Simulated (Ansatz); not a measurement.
Start from GaAs in the rock salt structure (space group Fm-3m, No. 225; a hypothetical phase, not in the database extracts checked).

```yaml
crystal:
  lattice:
    - [0.00000, 2.65193, 2.65193]
    - [2.65193, 0.00000, 2.65193]
    - [2.65193, 2.65193, 0.00000]
  atoms:
    - { symbol: As, position: [0.00000, 0.00000, 0.00000] }
    - { symbol: Ga, position: [0.50000, 0.50000, 0.50000] }
```

Level of theory: DFT with PBEsol, PAW potentials and a 420 eV plane-wave cutoff in Ansatz (a first-principles code), no spin-orbit coupling, earlier PAW set.

Base values:

| Item | Value |
|---|---|
| Lattice parameter a | 530.4 pm |

Perturbation: a hydrostatic pressure of 5 GPa.

Problem. Predict the new lattice parameter a.

Solution. The lattice parameter a decreases by 9.4 pm, from 530.4 pm to 521.0 pm.

Load acts through the strain it causes; cell and atoms are relaxed under it. Whether these cells are dynamically stable was not tested. No other phases were tried under pressure. The final runs are not spin-polarised.
